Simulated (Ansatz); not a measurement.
Take NiSi$_{2}$ (space group Fm-3m, No. 225; a = 5.387 Å; non-magnetic) as the base.

Computed with Kohn–Sham DFT with the r2SCAN functional, run in Ansatz (a program for electronic structure) with PAW and 500 eV plane waves, spin-orbit coupling left out.

One change was made to it. Results:

```csv
quantity,base,after
band gap,zero,zero
lattice parameter a,5.387 Å,4.869 Å
```

Q: Which of these changes matches the shifts?
(A) pressure 3 GPa
(B) pressure −2 GPa
(C) pressure 30 GPa
(D) pressure 100 GPa

A: D, pressure 100 GPa. For comparison, the lattice parameter a in the other runs: pressure 30 GPa gives 5.152 Å; pressure −2 GPa gives 5.410 Å; pressure 3 GPa gives 5.355 Å.

Load acts through the strain it causes; cell and atoms are relaxed under it. No phonon test of stability was made. Competing high-pressure phases were not computed. Starting moments died away, wholly or in part, for the base; another magnetic solution may exist. All final runs are without spin polarisation.
